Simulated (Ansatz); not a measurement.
The parent structure is a 16-atom supercell of CdS in the zinc blende structure (space group F-43m, No. 216; a = 5.927 Å) at its relaxed geometry.

Method: PBE/PAW in Ansatz (a first-principles code), spin-orbit coupling left out.

One neutral defect a cell, atoms relaxed at fixed cell.

One change was made to it. Results:

```csv
quantity,base,after
pressure,0.0 GPa,2.5 GPa
largest displacement of a host atom from its site in the perfect cell,–,0.19 Å
```

Task: Name the change that was made.
A. Pd on a Cd site
B. Cd on a S site (antisite)
C. H interstitial (started 2.57 Å from the nearest host atom)

Result: B, Cd on a S site (antisite). For comparison, the pressure in the other runs: H interstitial (started 2.57 Å from the nearest host atom) gives 0.3 GPa; Pd on a Cd site gives -1.3 GPa.

The magnetic state is the one reached from the starting moments; the real material's order can differ, and small cells can't hold many antiferromagnetic ones. In so small a cell the defect repeats every few ångströms: this is an ordered compound, not a dilute defect. A case with no gap was solved on a k-mesh chosen for an insulator, which is coarse for it. Starting moments died away, wholly or in part, for Cd on a S site (antisite); another magnetic solution may exist.
